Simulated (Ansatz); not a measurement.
Structures of equal composition on the (100) surface of rock-salt TiC: Ru on all Ti sites of the second plane; Ru on all Ti sites of the top plane. The slabs share one bottom face, and each structure is named by its start. These are constructed structures in small cells; real faces may alloy, dewet or reconstruct in larger ones, and not all known structures of the face are among them. Slabs of about 10 Å, Fermi-Dirac smearing of 0.1 eV. Bottom of the slabs: a bare face, its two planes held. Relaxed from the named starts with such symmetry as they have, on meshes of like density; energies extrapolated to zero smearing; spin only where a row says so; no spin-orbit coupling, no U. Brackets mark spin-polarised runs, whose order is one that fits the cell.

All values below come from r2SCAN, at the PBE geometry (plane waves to 500 eV, PAW; Ansatz, a quantum-chemistry and plane-wave program).

Task: Order them by energy per 1x1 cell (lowest first) at the level r2SCAN, at the PBE geometry.

Result: Ru on all Ti sites of the top plane (0.000 eV), Ru on all Ti sites of the second plane (0.381 eV)
